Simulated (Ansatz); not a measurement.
The parent structure is ZrO₂ (space group P4_2/nmc, No. 137; a = 3.6210 Å, c = 5.2828 Å).

(Cell as relaxed with PBE.)

Levels (all Ansatz, a program for electronic structure, PAW): PBE (420 eV, no SOC); PBEsol (420 eV, no SOC).

Each level relaxes its own structure.

```json
[
 {"base": "volume per atom", "PBE": "11.54 Å³", "PBEsol": "11.09 Å³"},
 {"base": "lattice parameter a", "PBE": "3.621 Å", "PBEsol": "3.584 Å"},
 {"base": "band gap", "PBE": "4.04 eV", "PBEsol": "4.00 eV"}
]
```

Now apply this change: a hydrostatic pressure of 15 GPa.

```csv
quantity,PBE,PBEsol
lattice parameter a,3.551 Å,?
gap character,"indirect, A → Γ",?
band gap,4.04 eV,?
```

### Question
Given the PBE results, estimate those of PBEsol.

### Answer

- lattice parameter a, PBEsol: 3.520 Å
- gap character, PBEsol: indirect, A → Γ
- band gap, PBEsol: 3.94 eV

PBE's lattice parameter a lies 0.031 Å above PBEsol's (0.9 %); PBE's band gap lies 0.10 eV above PBEsol's; the two agree on the gap character. Neither level is exact; PBEsol is the comparison here, not a measurement.

Load acts through the strain it causes; cell and atoms are relaxed under it. Whether these cells are dynamically stable was not tested. No other phases were tried under pressure. This is not the structure that ZrO2 has at room temperature and ambient pressure.
